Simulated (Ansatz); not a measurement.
The starting structures come from a database of crystals and need not be the phases stable at ambient conditions.

Evanescent states of LaVO$_{4}$ (I4_1/amd, not sure to be the ambient phase, 12 atoms a cell, 15.2 Å³ an atom) along the normal of (100)

Computed with r2SCAN (plane waves, PAW; Ansatz, an electronic-structure program).

The gap is the functional's own, uncorrected, and κ follows it; spin-orbit coupling is left out. Mid-gap values are interpolated between the computed energies.

Energies count from the valence-band top; κ is the least over a 6×4 mesh across the current.

```json
[
 {"E (eV)": "0.09", "κ (1/Å)": "0.130", "where": "off Γ"},
 {"E (eV)": "0.26", "κ (1/Å)": "0.221", "where": "off Γ"},
 {"E (eV)": "0.42", "κ (1/Å)": "0.282", "where": "off Γ"},
 {"E (eV)": "0.59", "κ (1/Å)": "0.330", "where": "off Γ"},
 {"E (eV)": "0.77", "κ (1/Å)": "0.372", "where": "off Γ"},
 {"E (eV)": "0.94", "κ (1/Å)": "[?]", "where": "off Γ"},
 {"E (eV)": "1.10", "κ (1/Å)": "[?]", "where": "off Γ"},
 {"E (eV)": "1.27", "κ (1/Å)": "[?]", "where": "off Γ"},
 {"E (eV)": "1.45", "κ (1/Å)": "[?]", "where": "off Γ"},
 {"E (eV)": "1.61", "κ (1/Å)": "[?]", "where": "off Γ"},
 {"E (eV)": "1.78", "κ (1/Å)": "[?]", "where": "Γ"},
 {"E (eV)": "1.96", "κ (1/Å)": "[?]", "where": "Γ"},
 {"E (eV)": "2.12", "κ (1/Å)": "[?]", "where": "Γ"},
 {"E (eV)": "2.29", "κ (1/Å)": "[?]", "where": "Γ"},
 {"E (eV)": "2.46", "κ (1/Å)": "[?]", "where": "Γ"},
 {"E (eV)": "2.63", "κ (1/Å)": "0.466", "where": "Γ"},
 {"E (eV)": "2.81", "κ (1/Å)": "0.418", "where": "Γ"},
 {"E (eV)": "2.98", "κ (1/Å)": "0.358", "where": "Γ"},
 {"E (eV)": "3.15", "κ (1/Å)": "0.279", "where": "Γ"},
 {"E (eV)": "3.31", "κ (1/Å)": "0.152", "where": "Γ"}
]
```

### Question
Complete the blanks.

### Answer

- 0.94, κ (1/Å): 0.410
- 1.10, κ (1/Å): 0.446
- 1.27, κ (1/Å): 0.483
- 1.45, κ (1/Å): 0.512
- 1.61, κ (1/Å): 0.524
- 1.78, κ (1/Å): 0.532
- 1.96, κ (1/Å): 0.537
- 2.12, κ (1/Å): 0.541
- 2.29, κ (1/Å): 0.543
- 2.46, κ (1/Å): 0.507
